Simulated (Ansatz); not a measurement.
Br on the 1x1 (0001) surface of hcp Co, ferromagnetic, one in a 2x2 cell: adsorption energies (eV for each) against ½ Br2(g) in Ansatz (plane waves, PAW). Structures relaxed with PBE; the other functionals are single points on them, with slab and gas at the same level. No dispersion, zero-point or thermal terms. Rows are starts at which the adsorbate stayed; left out, since it moved away, changed or didn't bind there, or the run didn't converge: bridge Co-Co (span 2.5 Å).

Set-up: 17 atoms, 6.0 Å thick at the start under the adsorbate (thin: gaps and levels are the slab's own); mesh 7x7x1; 0.1 eV smearing; dipole correction on; 8 atoms held, the rest relaxed; each run with such symmetry as its start has; spin-polarised, no spin-orbit, no U, no dispersion correction.

| site | PBE | RPBE |
|---|---|---|
| top Co | -1.52 | (withheld) |
| hollow Co-Co-Co | -2.00 | (withheld) |
| hollow Co-Co-Co over Co at depth 2.0 Å | -2.00 | (withheld) |

Problem. Some entries are withheld; supply them.

Solution. 
- top Co, RPBE: -1.32
- hollow Co-Co-Co, RPBE: -1.71
- hollow Co-Co-Co over Co at depth 2.0 Å, RPBE: -1.72

RPBE moves the energies by 0.26 eV on average against PBE and the two lowest sites lie within 0.02 eV at one of the levels.

Ansatz is an electronic-structure program.
